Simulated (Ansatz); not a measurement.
The parent structure is Ga₂O₃ in the corundum structure (space group R-3c, No. 167).

```xyz
10
Lattice="2.4750 1.4289 4.4353 -2.4750 1.4289 4.4353 0.0000 -2.8578 4.4353" Properties=species:S:1:pos:R:3 pbc="T T T"
Ga     0.0000     0.0000     8.5721
Ga     0.0000     0.0000     1.9192
Ga     0.0000     0.0000     4.7337
Ga     0.0000     0.0000    11.3865
O      0.7494     1.5599     5.5441
O     -1.7256    -0.1309     5.5441
O     -0.7494    -1.5599     7.7617
O     -0.9762     1.4289     7.7617
O      1.7256     0.1309     7.7617
O      0.9762    -1.4289     5.5441
```

Cartesian axes are those of the cell as printed.

All numbers come from LDA, PAW, 420 eV (Ansatz, an electronic-structure program; no spin-orbit coupling).

For the base:

The band gap is 3.04 eV. The pressure is 0.0 kbar and the electron mass is 0.24 mₑ (at Γ).

Now apply this change: uniaxial strain ε_xx = +1.50 %, all other strain components held at zero, atoms relaxed at fixed cell.

**Question.** What does the calculation give for the band gap after the change?

**Answer.** The band gap decreases by 0.19 eV to 2.85 eV.

**Question.** What happens to the energy relative to the base?

**Answer.** The energy goes up by 2.7 meV/atom.

**Question.** What does the calculation give for the pressure after the change?

**Answer.** The pressure (mean of the normal stresses, compression positive) goes from zero to -35.8 kbar.

**Question.** Estimate the effect on the electron mass.

**Answer.** The electron mass remains 0.24 mₑ (at Γ).

Effective masses come from finite differences of ±0.01 Å⁻¹. Gaps are read on the SCF mesh and a high-symmetry path. No phonon test of stability was made.
